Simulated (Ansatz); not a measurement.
Worked sum: formation energy of H_i in Al (fcc, Fm-3m)

We look at the formation energy of H_i in Al (fcc, Fm-3m). Reaction: 32 Al (fcc) + 1/2 H2 (gas) → cell A.

A: a supercell of 32 sites of Al (fcc, Fm-3m) with H off the lattice sites (4 Al at 1.88 Å); spin state with PBE: run without spin.

Setting: static, neutral cells in Ansatz (PAW) whose structures rest at the PBE level. Ansatz (a program for electronic structure) runs with its default PAW set. Other levels take these structures. The lattices are those relaxed with PBE, so at other levels the solids can be strained. Larger cells are relaxed from a start prepared with the learned potential CHGNet, on a coarser mesh till forces fall under 0.03 eV/Å, which some starts already meet. A dispersion term (D3(BJ), or D4 for r2SCAN) was computed beside these levels and is taken off wherever the name lacks it. Mesh and cell size may move defect energies by 0.1 eV or more. Cell A has symmetry P-43m and got no random move, so less symmetric positions, which may lie lower, weren't tried.

Total energies of the cells in eV, at zero smearing width. They compare only within one column; the weights balance every element.

| cell | atoms | weight | r2SCAN |
|---|---|---|---|
| A: Al:H_i | 33 | +1 | -17308.00814 |
| Al (fcc) | 32 | −1 | -17292.80347 |
| H2 (gas) | 2 | −1/2 | -31.88989 |

r2SCAN: (-17308.00814) − (-17292.80347) − 1/2 × (-31.88989) = 0.740 eV.
